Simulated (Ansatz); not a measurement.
We consider Co3CuB (model structure, started from the Mn3GaN type, Pm-3m, No. 221, 5 atoms in the cell), described by PBEsol (Ansatz, a first-principles code, PAW).

Settings: plane-wave cutoff 520 eV, 14×14×14 k mesh, Fermi–Dirac smearing 0.05 eV, spin-polarised with parallel moments, scalar-relativistic PAW data made under PBE.

Cell (relaxed at this level):

```cif
data_BCo3Cu
_chemical_formula_sum 'Co3 Cu1 B1'
_space_group_name_H-M_alt 'P 1'
_space_group_IT_number 1
_cell_length_a 3.72662
_cell_length_b 3.72662
_cell_length_c 3.72662
_cell_angle_alpha 90.000
_cell_angle_beta 90.000
_cell_angle_gamma 90.000
loop_
_space_group_symop_operation_xyz
  'x, y, z'
loop_
_atom_site_label
_atom_site_type_symbol
_atom_site_fract_x
_atom_site_fract_y
_atom_site_fract_z
_atom_site_occupancy
Co1 Co 0.50000 0.50000 0.00000 1
Co2 Co 0.00000 0.50000 0.50000 1
Co3 Co 0.50000 0.00000 0.50000 1
Cu1 Cu 0.00000 0.00000 0.00000 1
B1 B 0.50000 0.50000 0.50000 1
```
Starting moments (μB, in the order of the record's atoms Co Co Co Cu B): 3.0 3.0 3.0 0.0 0.0.

Task: Predict the bulk modulus B0.

Result: 
* **bulk modulus B0**: 209 GPa

The run finds no gap.

Note: the magnetic order was assumed, not searched for or taken from measurement; the bulk modulus is −V dP/dV from two relaxed cells at ±2 % in volume; the moments ended far under their starting size, a low-moment state that need not be the lowest; the relaxation could raise the start's symmetry but not lower it, so the cell can be a saddle point.

Static lattice: no zero-point or thermal effects.

Cost on a shared machine: around 11 core-minutes (rough).

A model structure was made by putting elements into a prototype or built by hand; it is no filed structure, need not be a known phase, and can be a saddle point held by its symmetry.
